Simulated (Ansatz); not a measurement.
Functionals compared on the (100) surface of fcc Au in its 1x1 cell (the real clean face reconstructs), outermost plane spacing 2.08 Å in the ideal cut, in Ansatz (plane waves, PAW). The structure was relaxed with PBE; the other rows are single points on it, each with its references at the same level. Cutoff 420 eV (500 eV for r2SCAN).

Set-up: 6 atoms, 10.4 Å thick at the start (thin: gaps and levels are the slab's own); mesh 13x13x1; 0.1 eV smearing; dipole correction on; all atoms relaxed; symmetry of the start imposed; no spin, no spin-orbit, no U. These notes are the PBE run's.

```json
[
 {"functional": "PBE", "surface energy (J/m²)": "0.88", "work function of the top face (eV)": "5.09", "rough cost of the single point": "–"},
 {"functional": "LDA", "surface energy (J/m²)": "1.40", "work function of the top face (eV)": "5.52", "rough cost of the single point": "about 27 core-seconds (a rough figure)"},
 {"functional": "PBEsol", "surface energy (J/m²)": "1.22", "work function of the top face (eV)": "5.23", "rough cost of the single point": "very roughly 30 core-seconds"},
 {"functional": "RPBE", "surface energy (J/m²)": "0.64", "work function of the top face (eV)": "4.91", "rough cost of the single point": "around 28 core-seconds (rough)"},
 {"functional": "r2SCAN", "surface energy (J/m²)": "1.07", "work function of the top face (eV)": "5.11", "rough cost of the single point": "roughly 60 core-seconds"}
]
```

Ansatz is a program for electronic structure.
